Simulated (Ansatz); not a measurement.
The parent structure is MgTe in the wurtzite structure (space group P6_3mc, No. 186).

```
MgTe
1.0
    4.56143     0.00000     0.00000
   -2.28071     3.95031     0.00000
    0.00000     0.00000     7.41192
Mg Te
2 2
Direct
  0.33333   0.66667   0.99959
  0.66667   0.33333   0.49959
  0.33333   0.66667   0.37641
  0.66667   0.33333   0.87641
```

Cartesian axes are those of the cell as printed.

All numbers come from PBEsol (Ansatz, an electronic-structure program, PAW, scalar-relativistic without spin-orbit coupling).

Base values:

The band gap is 2.39 eV. The electron mass is 0.15 mₑ along c, 0.17 mₑ across (at Γ) and the valence-band top at Γ is 0.00, -0.02, -0.02 eV.

One thing is altered: tensor shear ε_xz = +1.67 % (engineering shear γ = 0.0334), atoms relaxed at fixed cell.

### Question
Estimate the effect on the stress.

### Answer
The stress (xx, yy, zz, yz, xz, xy; compression positive) is (-0.04, -0.01, 0.00, 0.00, -0.33, 0.00) GPa.

### Question
Predict the new band gap.

### Answer
The band gap drops by 0.07 eV, from 2.39 eV to 2.32 eV.

### Question
What happens to the electron mass?

### Answer
The electron mass becomes 0.15 mₑ along z, 0.17 mₑ across (at Γ) (base: 0.15 mₑ along c, 0.17 mₑ across (at Γ)).

### Question
How does this affect the valence-band top at Γ?

### Answer
The valence-band top at Γ (three highest levels, from the VBM) changes from 0.00, -0.02, -0.02 eV to 0.00, -0.08, -0.14 eV.

With Te present, leaving out spin-orbit coupling can change the band edges. The cells carry an imposed strain or load. Masses are band curvatures over ±0.01 Å⁻¹ around the edge. Whether these cells are dynamically stable was not tested.
